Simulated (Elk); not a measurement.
Elk 10.2.4, DFT, PBE, spin-polarised, all-electron FP-LAPW, Elk's shipped species files: a generated cell (prototype structure at a guessed volume, not a measured phase) of Nd (space group P6_3/mmc), 2 atoms, spin-polarised from a ferromagnetic start. Basis and mesh were picked for this test and aren't claimed converged.

| Property | Result |
|---|---|
| cell | 3.65, 3.65, 5.93 Å; 90, 90, 120° |
| task | ground state |
| xctype | 20 |
| spinpol | true |
| reducebf | 0.5 |
| swidth | 0.004 Hartree |
| k mesh (ngridk) | 12×12×4 |
| maxscl | 100 |
| rgkmax | 7 (default) |
| empty states an atom (nempty) | 4 (default) |
| epspot (Hartree) | 1e-06 (default) |
| epsengy (Hartree) | 0.0001 (default) |
| k-points after symmetry (for each spin) | 57 |
| largest matrix size | 189 |
| valence states | 44 |

One run each.

All on 4 threads, 1 BLAS thread. Base settings, kept where nothing else is said: mixtype = 3 (default), mixsdb = 5 (default), broydpm = [0.4, 0.15] (default), tefvit = false (default) (beta0, autolinengy not set). The settings tried:
- broydpm = [0.7, 0.15]
- broydpm = [0.4, 0.5]
- mixtype = 1, beta0 = 0.1
- mixtype = 1, beta0 = 0.05 (default)
- the base settings
- mixsdb = 20
- mixsdb = 8
- mixsdb = 3
- mixtype = 0, beta0 = 0.1
- broydpm = [0.4, 0.01]
- mixtype = 0, beta0 = 0.3
- broydpm = [0.2, 0.15]
- autolinengy = true
- mixsdb = 2
- broydpm = [0.1, 0.15]
- tefvit = true
- mixsdb = 12
- mixtype = 1, beta0 = 0.01
- broydpm = [0.05, 0.15]

Predict which of these converge in the fewest self-consistent loops.

Fewest self-consistent loops, with those close behind: mixsdb = 12 (25); mixsdb = 20 (25); broydpm = [0.7, 0.15] (26); autolinengy = true (27); mixsdb = 8 (28). Most among those that reach the base run's result: mixtype = 1, beta0 = 0.1 (72); mixtype = 1, beta0 = 0.01 (67); mixtype = 1, beta0 = 0.05 (default) (64). No convergence: mixtype = 0, beta0 = 0.1 (without self-consistency in 100 loops); mixtype = 0, beta0 = 0.3 (without self-consistency in 100 loops); tefvit = true (without self-consistency in 100 loops).

```
setting                              self-consistent loops            end
-----------------------------------  ---------------------  -------------
mixsdb = 12                                             25      converged
mixsdb = 20                                             25      converged
broydpm = [0.7, 0.15]                                   26      converged
autolinengy = true                                      27      converged
mixsdb = 8                                              28      converged
the base settings                                       29      converged
broydpm = [0.4, 0.5]                                    29      converged
mixsdb = 3                                              34      converged
broydpm = [0.1, 0.15]                                   36      converged
broydpm = [0.2, 0.15]                                   36      converged
mixsdb = 2                                              38      converged
broydpm = [0.05, 0.15]                                  46      converged
broydpm = [0.4, 0.01]                                   46      converged
mixtype = 1, beta0 = 0.05 (default)                     64      converged
mixtype = 1, beta0 = 0.01                               67      converged
mixtype = 1, beta0 = 0.1                                72      converged
mixtype = 0, beta0 = 0.1                               100  not converged
mixtype = 0, beta0 = 0.3                               100  not converged
tefvit = true                                          100  not converged
```

An iteration's cost differs between solvers, so these counts don't give the time.
